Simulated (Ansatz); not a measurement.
## PbO2: uniaxial strain ε_zz = +1.20 %

Consider PbO$_{2}$ in the rutile structure (space group P4_2/mnm, No. 136; a = 5.082 Å, c = 3.444 Å). Axes: x, y, z lie along a, b, c of the conventional cell.

Perturbation: uniaxial strain ε_zz = +1.20 %, all other strain components held at zero, atoms relaxed at fixed cell.

Calculations: PBE in Ansatz (plane waves to 420 eV, PAW, scalar-relativistic without spin-orbit coupling). k-mesh 9×9×14 (Γ-centred); smearing 0.05 eV (Fermi–Dirac).

The volume per atom grows by 0.18 Å³ to 15.00 Å³ and the shortest interatomic distance grows by 0.008 Å, from 2.207 Å to 2.215 Å. The energy grows by 1.5 meV/atom and the pressure (mean of the normal stresses, compression positive) goes from zero to -1.7 GPa. The band gap stays zero and the stress (xx, yy, zz, yz, xz, xy; compression positive) amounts to (-1.2, -1.2, -2.7, 0.0, 0.0, 0.0) GPa (rough).

Without a gap, meshes like the base's 9×9×14 leave anisotropic stresses uncertain by several tenths of a GPa, and small strain energies with them. With Pb present, leaving out spin-orbit coupling can change the band edges. No phonon test of stability was made. All final runs are without spin polarisation. Gaps under 0.05 eV, about the width of the smearing, are given as zero. The zero or small gap of PbO2 can change with the level of theory.

Ansatz is a program for electronic structure.
